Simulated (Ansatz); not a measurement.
Consider interstitial H in 3C silicon carbide, charge state +1. Method: PBE, PAW (plane waves to 420 eV; Ansatz, a quantum-chemistry and plane-wave program).

64-site cell at the relaxed PBE lattice, a 2×2×2 k-point mesh shifted by half a step, smearing 0.01 eV, spin-restricted, no finite-size correction. Static, classical nuclei. The charge state is imposed; whether it is stable for some Fermi level was not computed. Sites that were not tried may lie lower.

Barriers: single points on a 3×3×3 k-point mesh shifted by half a step at the bands' geometries.

Relaxed starting cell (atoms counted from 1):

```
CELL_PARAMETERS angstrom
      8.76000     0.00000     0.00000
      0.00000     8.76000     0.00000
      0.00000     0.00000     8.76000
ATOMIC_POSITIONS crystal
  Si 0.99984 0.00023 0.99978
  Si 0.99969 0.99981 0.50080
  Si 0.99967 0.50129 0.99934
  Si 0.00061 0.50039 0.49992
  Si 0.50182 0.99892 0.99841
  Si 0.50084 0.00023 0.50073
  Si 0.50084 0.50119 0.99978
  Si 0.50115 0.50123 0.50078
  C  0.12593 0.12415 0.37458
  C  0.12444 0.12462 0.87308
  C  0.12578 0.62480 0.37475
  C  0.12537 0.62540 0.87458
  C  0.62748 0.12466 0.37615
  C  0.62388 0.12643 0.87661
  C  0.62594 0.62538 0.37515
  C  0.62539 0.62586 0.87516
  Si 0.99972 0.24990 0.24944
  Si 0.99956 0.25098 0.74873
  Si 0.99957 0.74921 0.25053
  Si 0.00005 0.75039 0.74992
  Si 0.51119 0.25516 0.25475
  Si 0.50085 0.25076 0.74878
  Si 0.50084 0.74926 0.25030
  Si 0.50077 0.75095 0.75049
  C  0.12594 0.37504 0.12368
  C  0.12577 0.37521 0.62434
  C  0.12446 0.87355 0.12419
  C  0.12536 0.87505 0.62492
  C  0.62743 0.37657 0.12422
  C  0.62595 0.37562 0.62492
  C  0.62385 0.87710 0.12596
  C  0.62540 0.87560 0.62540
  Si 0.24580 0.98935 0.25501
  Si 0.25023 0.00014 0.74877
  Si 0.25109 0.50121 0.24946
  Si 0.25001 0.50146 0.74870
  Si 0.75165 0.00019 0.25031
  Si 0.75001 0.00024 0.75055
  Si 0.75177 0.50139 0.25050
  Si 0.75061 0.50094 0.74992
  C  0.37185 0.12948 0.12911
  C  0.37583 0.12515 0.62490
  C  0.37583 0.62536 0.12469
  C  0.37570 0.62598 0.62552
  C  0.87561 0.12515 0.12469
  C  0.87501 0.12530 0.62555
  C  0.87499 0.62601 0.12485
  C  0.87562 0.62537 0.62491
  Si 0.24574 0.25548 0.98880
  Si 0.25108 0.24993 0.50072
  Si 0.25023 0.74926 0.99968
  Si 0.25002 0.74916 0.50100
  Si 0.75164 0.25076 0.99973
  Si 0.75179 0.25096 0.50096
  Si 0.74999 0.75102 0.99979
  Si 0.75062 0.75038 0.50048
  C  0.37675 0.37507 0.37460
  C  0.37645 0.37668 0.87300
  C  0.37643 0.87345 0.37623
  C  0.37450 0.87696 0.87649
  C  0.87621 0.37520 0.37475
  C  0.87555 0.37558 0.87460
  C  0.87558 0.87506 0.37513
  C  0.87517 0.87564 0.87518
  H  0.29578 0.20248 0.20135
```
Cell charge +1.

End state 1 differs by these moves (Å; atoms that move under 0.08 Å are left out):

```json
[
 {"atom": "5", "element": "Si", "Δx": "0.08", "Δy": "-0.03", "Δz": "-0.03"},
 {"atom": "21", "element": "Si", "Δx": "-0.08", "Δy": "-0.03", "Δz": "-0.03"},
 {"atom": "41", "element": "C", "Δx": "0.00", "Δy": "-0.07", "Δz": "-0.07"},
 {"atom": "65", "element": "H", "Δx": "0.00", "Δy": "-1.35", "Δz": "-1.34"}
]
```

Give the forward and backward barriers to end state 1 at the level PBE, PAW.

forward 0.13 eV, backward 0.13 eV; at the saddle point atom 65 has neighbours C at 1.11; Si at 1.72, Si at 1.76 Å. The saddle point's order was not checked, and it lies on a symmetry element of the cell, where a band can be held.
